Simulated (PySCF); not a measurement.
PySCF 2.14.0, HF/def2-svp, df: Ni(CO)4 ([O+]#[C-]->[Ni](<-[C-]#[O+])(<-[C-]#[O+])<-[C-]#[O+]), 9 atoms. The geometry is a generated start, not checked to be a minimum at this level.

```yaml
task: energy
method: hf
basis: def2-svp
two_electron_scheme: density fitting
mol.max_memory: 3000 MB
mf.max_cycle: 100
mf.conv_tol: 1e-09 (default)
basis_functions: 143
```

```xyz
9

Ni    -0.0005    -0.0045     0.0038
O      1.9346     1.4772    -1.6537
C      1.1920     0.9067    -1.0173
O      1.4384    -1.4148     2.1568
C      0.8834    -0.8753     1.3303
O     -1.4430    -1.9496    -1.6777
C     -0.8883    -1.2056    -1.0290
O     -1.9283     1.9013     1.1625
C     -1.1882     1.1646     0.7243
```

Charge 0 and multiplicity 1 are set for this test and not shown to be the ground state.

With the defaults (mf.DIIS = CDIIS, mf.diis = true, mf.init_guess = minao, mf.diis_space = 8, mf.damp = 0, mf.diis_start_cycle = 1) it converges in 16 Fock builds. One run each on 2 threads, 1 BLAS thread, with these changes:
- mf.diis_space = 5
- mf.damp = 0.7, mf.diis_start_cycle = 8
- mf.diis = false
- mf.DIIS = EDIIS
- mf.diis_space = 3
- mf.init_guess = sap
- mf.init_guess = huckel
- mf.diis_space = 20
- mf.diis = false, mf.damp = 0.7, mf.diis_start_cycle = 999

**Question.** Name the settings that don't reach the solution of the defaults.

**Answer.** No convergence: mf.DIIS = EDIIS; mf.diis = false (the run ends without SCF convergence in 100 cycles). The rest reach the solution of the defaults.

| setting | Fock builds | end |
|---|---|---|
| the defaults | 16 | same solution |
| mf.init_guess = sap | 16 | same solution |
| mf.diis_space = 20 | 16 | same solution |
| mf.diis_space = 5 | 17 | same solution |
| mf.damp = 0.7, mf.diis_start_cycle = 8 | 19 | same solution |
| mf.init_guess = huckel | 20 | same solution |
| mf.diis_space = 3 | 23 | same solution |
| mf.diis = false, mf.damp = 0.7, mf.diis_start_cycle = 999 | 84 | same solution |
| mf.DIIS = EDIIS | 101 | no convergence |
| mf.diis = false | 101 | no convergence |
